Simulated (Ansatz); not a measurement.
**Ansatz (a quantum-chemistry and plane-wave program) run on PtAl2 (Fm-3m, 3 atoms in the cell): self-consistent single point**

Method of the run: PBE (plane waves, PAW; Ansatz).

Input as run:

Ansatz 0.2 input:
```yaml
crystal:
  lattice:
    - [0.00000000, 2.90003700, 2.90003700]
    - [2.90003700, 0.00000000, 2.90003700]
    - [2.90003700, 2.90003700, 0.00000000]
  atoms:
    - { symbol: Al, position: [0.25000000, 0.25000000, 0.25000000] }
    - { symbol: Al, position: [0.75000000, 0.75000000, 0.75000000] }
    - { symbol: Pt, position: [0.00000000, 0.00000000, 0.00000000] }
kpoints:
  mp_grid: { grid: [13, 13, 13] }
hamiltonian:
  xc: pbe
  pseudopotentials: { kind: paw }
scf:
  occupations: { method: fermi_dirac, width: 0.0073 Ry }
output:
  forces: true
  eigenvalues: true
  stress: true
```

The program printed (abridged):

```
WARN basis.ecutwfc = 420 eV, the default
WARN ansatz: RAYON_NUM_THREADS=1 ignored (pool sized by the plan → 1); use --threads N
Pseudopotentials: kind: paw
Pseudopotential: Al, paw, valence charge 3
Pseudopotential: Pt, paw, valence charge 18
Crystal: 3 atoms, lattice volume = 48.780 Å³
Basis set: ecut = 420 eV, 941 PW (Γ), exchange–correlation on 60×60×60 points (8 copies of the dense FFT grid, shifted against one another)
Bands: 16, of which v1, the nominal top of the filled ones, is band 12 counted from 1 (11 counted from 0)
Symmetry: 48 space group operations
Space group: Fm-3m (ITA 225), of the structure as read, at distance tolerance 3.7e-5 Å
k-points: 84 of 2197
Initial density: superposition of atomic densities (neutral atoms: chi_scale 0, normalization atom), corrected by the library's trained network
Initial wavefunctions: pseudopotential atomic-orbital guess
Eigensolver: davidson
Functional: x = pbe(κ = 0.804, μ = 0.2195149727645171), c = pbe(β = 0.06672455060314922)
SCF iter   1: F=—  HF=-13600.565311 eV  |F-HF|=—  |Δ(HF+E_count)|=         —  Δρ=2.46e-3  dr2=4.48e-3  ethr=1.77e-3  ⟨swp⟩=5.2  Hψ=6993  notcnv=0
all-band conjugate gradients solve this SCF's bands
preconditioner: auto → Kerker (q_TF=auto, 2.424 Å⁻¹)
SCF iter   2: F=—  HF=-13600.564745 eV  |F-HF|=—  |Δ(HF+E_count)|=   5.66e-4  Δρ=1.07e-3  dr2=6.19e-4  ethr=1.87e-5  ⟨swp⟩=2.0  Hψ=2274  notcnv=0
SCF iter   3: F=—  HF=-13600.564613 eV  |F-HF|=—  |Δ(HF+E_count)|=   1.32e-4  Δρ=3.86e-4  dr2=7.03e-5  ethr=2.58e-6  ⟨swp⟩=2.1  Hψ=1941  notcnv=0
SCF iter   4: F=—  HF=-13600.564574 eV  |F-HF|=—  |Δ(HF+E_count)|=   3.89e-5  Δρ=6.58e-5  dr2=2.55e-6  ethr=2.93e-7  ⟨swp⟩=2.7  Hψ=2286  notcnv=0
SCF iter   5: F=—  HF=-13600.564574 eV  |F-HF|=—  |Δ(HF+E_count)|=   3.31e-7  Δρ=1.80e-5  dr2=3.36e-7  ethr=1.06e-8  ⟨swp⟩=2.2  Hψ=1834  notcnv=0
SCF iter   6: F=-13600.564574 eV  HF=-13600.564574 eV  |F-HF|=1.99e-8  |Δ(HF+E_count)|=   3.19e-8  Δρ=9.61e-6  dr2=5.00e-8  ethr=4.17e-10  ⟨swp⟩=5.4  Hψ=5686  notcnv=0
SCF 1 converged in 6 iterations: F = -13600.564574 eV  dr2 = 5.00e-8
SCF converged after 6 iterations
Free energy (F): -13600.564574 eV
Harris-Foulkes:  -13600.564574 eV  (|F-HF|=1.99e-8)
Internal energy: -13600.528519 eV  (E = F + TS)
E sigma→0 (E₀):  -13600.546547 eV
Entropy (-TS):   -0.036055 eV (-12.018 meV/atom)
Fermi energy:    12.297898 eV
--- Per-component energies (eV) ---
  E_band       = -294.765912
  E_kinetic    = 690.999579
  E_local      = -2638.204494  (includes V_loc(G=0)·N_el)
  E_nonlocal   = 217.918188
  E_hartree    = 1048.882267
  E_xc         = -345.070105
  E_vxc        = -365.805678  (∫ρ·V_xc dr)
  E_paw        = -10389.245401  (= ΣΔE_a)
  E_vpaw       = -297.448541  (= ΣTr[D̂ρ^β])
  E_aug_tail   = 0.000187  (compensation charges beyond the density's cutoff)
  E_ewald      = -2185.808740
  E_smearing   = -0.036055  (= −TS)
  E_closure    = 0.000000  (closes the sum)
  Σ components = -13600.564574   (vs F -13600.564574, Δ=0.00e0)
--- Forces (eV/Å), atoms counted from 1 ---
  atom   1  Al     0.00000000    -0.00000000     0.00000000
   [... zero for the other atoms too ...]
  max |Σ_I F_I| component: 2.78e-17 eV/Å
--- Stress (GPa, compression-positive) ---
       11.410140       0.000000      -0.000000
        0.000000      11.410140       0.000000
       -0.000000       0.000000      11.410140
  P = ⅓ Tr σ = 11.4101 GPa (114.101 kbar)
  The stress holds the Pulay correction. Without it, at fixed plane waves, as pw.x and ABINIT print it: P = 11.3424 GPa
--- Band table (eV; the first three rows and the last of 84) ---
  k-point 0: bands = ["-86.7414", "-40.9908", "-40.9908", "-40.9908", "1.6515", "6.9136", "6.9136", "6.9136", "8.3276", "8.3276", "15.6843", "16.1326", "16.1326", "16.1326", "18.0158", "18.0158"]
  k-point 1: bands = ["-86.7414", "-40.9910", "-40.9908", "-40.9908", "1.7371", "6.8659", "6.9431", "6.9431", "8.3167", "8.3167", "15.0226", "15.8309", "15.9200", "15.9200", "18.2516", "18.2516"]
  k-point 2: bands = ["-86.7414", "-40.9915", "-40.9909", "-40.9909", "1.9900", "6.7365", "7.0216", "7.0216", "8.2969", "8.2969", "13.3703", "15.4169", "15.4169", "16.0766", "18.2594", "18.3130"]
  k-point 83: bands = ["-86.7413", "-40.9933", "-40.9930", "-40.9920", "5.7929", "5.9935", "6.7555", "6.9847", "8.2263", "8.7171", "9.3375", "9.5741", "11.4258", "17.4963", "17.7154", "18.4131"]
```

The run converged in 6 iterations.

The starting cell has typed, rounded lattice constants, without a prior relaxation at this level. Its lattice was rescaled by a random factor within 2.5 % of one. Spin-orbit coupling is off. Spin polarisation is off. With a pressure of about 11 GPa the cell is away from its equilibrium volume at this level. Ansatz's pressure includes its estimate of the finite-basis (Pulay) stress.
